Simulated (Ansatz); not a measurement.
## A self-consistent single point of LuSi2Os2 (I4mm, 5 atoms in the cell) with Ansatz

Method of the run: PBEsol, default PAW files made with PBE (plane waves; Ansatz, a quantum-chemistry and plane-wave program).

The input file:

Ansatz 0.2 input:
```yaml
crystal:
  lattice:
    - [-2.08429400, 2.08429400, 4.72882400]
    - [2.08429400, -2.08429400, 4.72882400]
    - [2.08429400, 2.08429400, -4.72882400]
  atoms:
    - { symbol: Lu, position: [0.00528700, 0.00528700, 0.00000000] }
    - { symbol: Si, position: [0.62815000, 0.62815000, 0.00000000] }
    - { symbol: Si, position: [0.37185000, 0.37185000, 0.00000000] }
    - { symbol: Os, position: [0.75000000, 0.25000000, 0.50000000] }
    - { symbol: Os, position: [0.25000000, 0.75000000, 0.50000000] }
basis:
  ecutwfc: 30.9 Ry
kpoints:
  mp_grid:
    grid: [6, 6, 6]
hamiltonian:
  xc: pbesol
  pseudopotentials:
    kind: paw
scf:
  occupations:
    method: gaussian
    width: 0.0073 Ry
output:
  forces: true
  eigenvalues: true
  stress: true
```

Output (repeated stretches shortened):

```
WARN ansatz: RAYON_NUM_THREADS=1 ignored (pool sized by the plan → 1); use --threads N
Pseudopotentials: kind: paw
Pseudopotential: Lu, paw, valence charge 25
Pseudopotential: Si, paw, valence charge 4
Pseudopotential: Os, paw, valence charge 16
Crystal: 5 atoms, lattice volume = 82.173 Å³
Basis set: ecut = 420.4159175005146 eV, 1619 PW (Γ), exchange–correlation on 80×80×80 points (8 copies of the dense FFT grid, shifted against one another)
Bands: 39, of which v1, the nominal top of the filled ones, is band 33 counted from 1 (32 counted from 0)
Symmetry: 8 space group operations
Space group: I4mm (ITA 107), of the structure as read, at distance tolerance 4.3e-5 Å
k-points: 30 of 216 (time reversal used)
PAW frozen core: Lu, regenerated for the run's functional, and the local potential with it
PAW frozen core: Si, regenerated for the run's functional, and the local potential with it
PAW frozen core: Os, regenerated for the run's functional, and the local potential with it
Initial density: superposition of atomic densities (neutral atoms: chi_scale 0, normalization atom), corrected by the library's trained network
Initial wavefunctions: pseudopotential atomic-orbital guess
Eigensolver: davidson
Functional: x = pbesol(κ = 0.804, μ = 0.12345679012345678), c = pbesol(β = 0.046)
SCF iter   1: F=—  HF=-38360.009602 eV  |F-HF|=—  |Δ(HF+E_count)|=         —  Δρ=4.80e-3  dr2=1.94e-2  ethr=1.77e-3  ⟨swp⟩=7.3  Hψ=5612  notcnv=0
all-band conjugate gradients solve this SCF's bands
preconditioner: auto → Kerker (q_TF=auto, 2.624 Å⁻¹)
SCF iter   2: F=—  HF=-38360.001649 eV  |F-HF|=—  |Δ(HF+E_count)|=   7.95e-3  Δρ=2.67e-3  dr2=7.03e-3  ethr=2.99e-5  ⟨swp⟩=2.4  Hψ=2430  notcnv=0  defer=1
SCF iter   3: F=—  HF=-38360.001328 eV  |F-HF|=—  |Δ(HF+E_count)|=   3.21e-4  Δρ=1.21e-3  dr2=1.01e-3  ethr=1.08e-5  ⟨swp⟩=2.9  Hψ=2450  notcnv=0  defer=1
SCF iter   4: F=—  HF=-38359.999873 eV  |F-HF|=—  |Δ(HF+E_count)|=   1.46e-3  Δρ=4.32e-4  dr2=1.42e-4  ethr=1.55e-6  ⟨swp⟩=3.0  Hψ=2429  notcnv=0  defer=1
SCF iter   5: F=—  HF=-38359.999832 eV  |F-HF|=—  |Δ(HF+E_count)|=   4.06e-5  Δρ=1.76e-4  dr2=3.38e-5  ethr=2.19e-7  ⟨swp⟩=2.1  Hψ=2163  notcnv=0  defer=1
SCF iter   6: F=—  HF=-38359.999834 eV  |F-HF|=—  |Δ(HF+E_count)|=   1.53e-6  Δρ=4.04e-5  dr2=1.39e-6  ethr=5.19e-8  ⟨swp⟩=2.0  Hψ=1770  notcnv=0  defer=1
SCF iter   7: F=—  HF=-38359.999834 eV  |F-HF|=—  |Δ(HF+E_count)|=   1.85e-7  Δρ=1.23e-5  dr2=1.34e-7  ethr=2.14e-9  ⟨swp⟩=2.9  Hψ=2267  notcnv=0  defer=1
SCF iter   8: F=-38359.999833 eV  HF=-38359.999833 eV  |F-HF|=8.03e-9  |Δ(HF+E_count)|=   5.36e-8  Δρ=4.01e-6  dr2=1.25e-8  ethr=1.54e-10  ⟨swp⟩=12.0  Hψ=7525  notcnv=0
SCF 1 converged in 8 iterations: F = -38359.999833 eV  dr2 = 1.25e-8
SCF converged after 8 iterations
Free energy (F): -38359.999833 eV
Harris-Foulkes:  -38359.999833 eV  (|F-HF|=8.03e-9)
Internal energy: -38359.989617 eV  (E = F + TS)
E sigma→0 (E₀):  -38359.994725 eV
Entropy (-TS):   -0.010217 eV (-2.043 meV/atom)
Fermi energy:    16.766020 eV
--- Per-component energies (eV) ---
  E_band       = -228.644097
  E_kinetic    = 1636.389707
  E_local      = -9429.932865  (includes V_loc(G=0)·N_el)
  E_nonlocal   = 635.020137
  E_hartree    = 3967.323286
  E_xc         = -860.950806
  E_vxc        = -924.709232  (∫ρ·V_xc dr)
  E_paw        = -26013.571684  (= ΣΔE_a)
  E_vpaw       = -80.060473  (= ΣTr[D̂ρ^β])
  E_aug_tail   = -0.000093  (compensation charges beyond the density's cutoff)
  E_ewald      = -8296.018454
  E_core_change = 1.751155  (= ΣΔE_core)
  E_smearing   = -0.010217  (= −TS)
  E_closure    = 0.000000  (closes the sum)
  Σ components = -38359.999833   (vs F -38359.999833, Δ=0.00e0)
--- Forces (eV/Å), atoms counted from 1 ---
  atom   1  Lu    -0.00000000     0.00000000    -0.23319297
  atom   2  Si     0.00000000    -0.00000000     0.05232458
  atom   3  Si    -0.00000000     0.00000000     0.01397061
  atom   4  Os    -0.00000000     0.00000000     0.08344807
  atom   5  Os     0.00000000    -0.00000000     0.08344807
  max |Σ_I F_I| component: 1.64e-6 eV/Å
--- Stress (GPa, compression-positive) ---
       -4.683585       0.000000      -0.000000
        0.000000      -4.683585       0.000000
       -0.000000      -0.000000      -2.497779
  P = ⅓ Tr σ = -3.9550 GPa (-39.550 kbar)
  The stress holds the Pulay correction. Without it, at fixed plane waves, as pw.x and ABINIT print it: P = -4.0092 GPa
--- Band table (eV; the first three rows and the last of 30) ---
  k-point 0: bands = ["-68.5745", "-68.5531", "-39.1582", "-28.2277", "-28.2277", "-27.9970", "-27.9970", "-27.9694", "-27.9161", "-9.8696", "-9.8696", "-9.7643", "5.3861", "8.9113", "10.4881", "11.9246", "11.9246", "12.0392", "12.0526", "12.0526", [...]
  k-point 1: bands = ["-68.5718", "-68.5557", "-39.1580", "-28.2358", "-28.1651", "-28.0635", "-27.9912", "-27.9623", "-27.9225", "-9.8805", "-9.8777", "-9.7635", "5.9097", "9.1526", "10.7848", "11.6521", "11.9989", "12.0360", "12.0515", "12.0580", [...]
  k-point 2: bands = ["-68.5664", "-68.5610", "-39.1574", "-28.2519", "-28.1947", "-28.0382", "-27.9796", "-27.9481", "-27.9354", "-9.9001", "-9.8940", "-9.7620", "7.0519", "9.5768", "10.3104", "11.3445", "12.0200", "12.0326", "12.0501", "12.0586", [...]
  k-point 29: bands = ["-68.5745", "-68.5531", "-39.1584", "-28.2279", "-28.2279", "-27.9969", "-27.9969", "-27.9687", "-27.9156", "-9.8676", "-9.8676", "-9.7774", "6.7136", "7.0967", "10.6114", "11.9870", "12.0051", "12.0051", "12.0400", "12.0700", [...]
```

The run converged in 8 iterations.

The starting cell comes from a database of computed structures (which also holds hypothetical and non-ambient phases and stackings), without a prior relaxation at this level. Its lattice was rescaled by up to half a per cent. One atom was moved a little off its site on purpose. Spin-orbit coupling is off. Spin polarisation is off. With a pressure of about -4 GPa the cell is away from its equilibrium volume at this level. Ansatz's pressure includes its estimate of the finite-basis (Pulay) stress.
